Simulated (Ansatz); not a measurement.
The starting structures come from a database of crystals and need not be the phases stable at ambient conditions.

By PBEsol, the system below comes out a metal.

The ballistic (Sharvin) conductance counts the channels at the Fermi level: G/A = (e²/h) × channels of both spins per area.

Data:

```xyz
4
Lattice="3.8168 0.0000 0.0000 0.0000 5.3978 0.0000 0.0000 2.6989 2.6989" Properties=species:S:1:pos:R:3 pbc="T T T"
V      0.0000     0.0000     0.0000
Ir     0.0000     2.6989     0.0000
Ir     1.9084     1.3494     1.3494
Ir     1.9084     4.0483     1.3494
```

The cell is taken as given; by PBEsol it stands under a pressure of -6.0 GPa.

The current flows along the normal of the first two printed cell vectors, the (110) plane of the conventional cell. No spin-orbit coupling; the value is a mean over 0.1 eV about the Fermi level.

Problem. Compute, with PBEsol run with Ansatz (a quantum-chemistry and plane-wave program), the ballistic conductance per area.

Solution. 0.71 × 10¹⁵ S/m² for both spins.
